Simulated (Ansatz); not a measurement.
Start from ZnO in the wurtzite structure (space group P6_3mc, No. 186; a = 3.235 Å, c = 5.211 Å). Axes: x lies along a and z along c of the hexagonal cell.

Modification: uniaxial stress, 5 GPa tension along x, with the cell and atoms free to relax against it.

The values are results of r2SCAN (Ansatz, a quantum-chemistry and plane-wave program), without spin-orbit coupling, not measurements.

Question: Give the band edges at the high-symmetry points of the new zone, measured from its valence-band maximum.

Answer: 
| point | valence edge (eV) | conduction edge (eV) |
|---|---|---|
| Γ | 0.00 | 1.19 |
| Y | -1.09 | 6.13 |
| C₀ | -1.79 | 8.07 |
| Σ₀ | -1.79 | 8.07 |
| Z | -0.36 | 3.90 |
| A₀ | -1.20 | 8.31 |
| E₀ | -1.20 | 8.31 |
| T | -1.31 | 6.19 |
| S | -0.86 | 6.41 |
| R | -1.34 | 6.26 |

The gap is 1.19 eV, direct at Γ.

Load acts through the strain it causes; cell and atoms are relaxed under it. Beyond what the load breaks, stability against distortions was not tested. Labels are those of the standard path for the cell's own space group.
